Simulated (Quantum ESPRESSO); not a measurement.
Quantum ESPRESSO run on I (Cmce, 4 atoms in the cell): self-consistent single point.

Method of the run: PBE, PseudoDojo standard norm-conserving (PBE) pseudopotentials (plane waves; Quantum ESPRESSO).

```yaml
crystal:
  lattice:
    - [2.39500, -3.63500, 0.00000]
    - [2.39500, 3.63500, 0.00000]
    - [0.00000, 0.00000, 9.79000]
  atoms:
    - { symbol: I, position: [0.84600, 0.84600, 0.88300] }
    - { symbol: I, position: [0.65400, 0.65400, 0.38300] }
    - { symbol: I, position: [0.34600, 0.34600, 0.61700] }
    - { symbol: I, position: [0.15400, 0.15400, 0.11700] }
```

Reference input (self-consistent single point, DFT, PBE, plane waves, PseudoDojo standard norm-conserving (PBE) pseudopotentials): ecutwfc = 70 Ry; occupations = smearing; smearing = fermi-dirac; degauss = 0.00147 Ry; potentials = {I: I.upf}; K_POINTS = automatic 3 3 2 0 0 0; conv_thr = 1e-10 Ry; mixing_beta = 0.7. This run's input differs from it in these lines:

```diff
@@ -29,3 +29,3 @@
 K_POINTS automatic
-3 3 2  0 0 0
+6 6 3  0 0 0
 CELL_PARAMETERS angstrom
```

The program printed (abridged):

```
     Self-consistent Calculation

     iteration #  1     ecut=    70.00 Ry     beta= 0.70

     Threshold (ethr) on eigenvalues was too large:
     Diagonalizing with lowered threshold

     total energy              =    -103.48622263 Ry
     estimated scf accuracy    <       0.05319790 Ry

     iteration #  2     ecut=    70.00 Ry     beta= 0.70

     total energy              =    -103.49354000 Ry
     estimated scf accuracy    <       0.00141089 Ry

     iteration #  3     ecut=    70.00 Ry     beta= 0.70
     c_bands:  2 eigenvalues not converged
     c_bands:  1 eigenvalues not converged

     total energy              =    -103.49420261 Ry
     estimated scf accuracy    <       0.00015052 Ry

   [... 3 blocks of this kind left out ...]

     iteration #  7     ecut=    70.00 Ry     beta= 0.70

     total energy              =    -103.49431233 Ry
     estimated scf accuracy    <          8.2E-09 Ry

     iteration #  8     ecut=    70.00 Ry     beta= 0.70
     End of self-consistent calculation

     the Fermi energy is     3.4643 ev

!    total energy              =    -103.49431234 Ry
     estimated scf accuracy    <          7.2E-11 Ry
     smearing contrib. (-TS)   =      -0.00000000 Ry
     internal energy E=F+TS    =    -103.49431234 Ry

     convergence has been achieved in   8 iterations

     Forces acting on atoms (cartesian axes, Ry/au):

     atom    1 type  1   force =    -0.00642814    0.00000000   -0.01589797
     atom    2 type  1   force =     0.00642814    0.00000000   -0.01589797
     atom    3 type  1   force =    -0.00642814    0.00000000    0.01589797
     atom    4 type  1   force =     0.00642814    0.00000000    0.01589797

     Total force =     0.034297     Total SCF correction =     0.000012

          total   stress  (Ry/bohr**3)                   (kbar)     P=        9.18
   0.00003603   0.00000000   0.00000000            5.30        0.00        0.00
   0.00000000   0.00008563   0.00000000            0.00       12.60        0.00
   0.00000000   0.00000000   0.00006545            0.00        0.00        9.63

   JOB DONE.
```

The run converged in 8 iterations. Against the reference run the free energy rises by 2.0 meV/atom, the pressure hardly changes (0.90 to 0.92 GPa), the largest force hardly changes (0.451 to 0.441 eV/Å) and the gap on the mesh goes from 1.245 to 1.197 eV. The full log also holds: “c_bands:  2 eigenvalues not converged”. The full log also holds: “c_bands:  1 eigenvalues not converged”.

The starting cell has typed, rounded lattice constants, without a prior relaxation at this level. Spin-orbit coupling is off.

Cost on one core of a shared machine: roughly 50 s.
